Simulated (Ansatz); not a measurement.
Consider WC (space group P-6m2, No. 187; relaxed with 0.1 eV smearing).

```xyz
2
Lattice="2.9127 0.0000 0.0000 -1.4563 2.5225 0.0000 0.0000 0.0000 2.8354" Properties=species:S:1:pos:R:3 pbc="T T T"
W      0.0000     0.0000     0.0000
C      0.0000     1.6816     1.4177
```

Method: r2SCAN/PAW in Ansatz (a first-principles code), no spin-orbit coupling.

Strains are applied to the cell and any free atomic positions relax.

One change was made to it. Results:

```tsv
quantity	base	after
energy relative to the base (free energy F)	0 meV/atom	+44 meV/atom
pressure (mean of the normal stresses, compression positive)	0.0 GPa	-21.2 GPa
```

Which of these changes matches the shifts?
A. isotropic strain +2.00 %
B. isotropic strain +1.00 %
C. isotropic strain +3.00 %
D. isotropic strain +2.50 %

A, isotropic strain +2.00 %. For comparison, the energy relative to the base in the other runs: isotropic strain +2.50 % gives +68 meV/atom; isotropic strain +3.00 % gives +97 meV/atom; isotropic strain +1.00 % gives +11 meV/atom.

No phonon test of stability was made. All final runs are without spin polarisation.
